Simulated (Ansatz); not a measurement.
```xyz
2
Lattice="0.0000 1.7801 1.7043 1.7801 0.0000 1.7043 1.7801 1.7801 0.0000" Properties=species:S:1:pos:R:3 pbc="T T T"
C      0.0000     0.0000     0.0000
C      0.8901     0.8901     0.8522
```

No spin polarisation.

Level of theory: r2SCAN in Ansatz (plane waves to 500 eV, PAW, no spin-orbit coupling). Γ-centred 16×16×16 mesh, Fermi–Dirac width 0.05 eV.

What is the computed pressure (mean of the normal stresses, compression positive)?

21.29 GPa.

Predict the smallest direct gap.

5.19 eV.

What is the computed valence-band top at Γ (three highest levels, from the VBM)?

0.00, -0.68, -0.68 eV.

The cells carry an imposed strain or load. No phonon test of stability was made. The cell was made from C in the diamond structure (space group Fd-3m, No. 227) by this change: uniaxial strain ε_zz = −4.26 %.

Ansatz is a program for electronic structure.
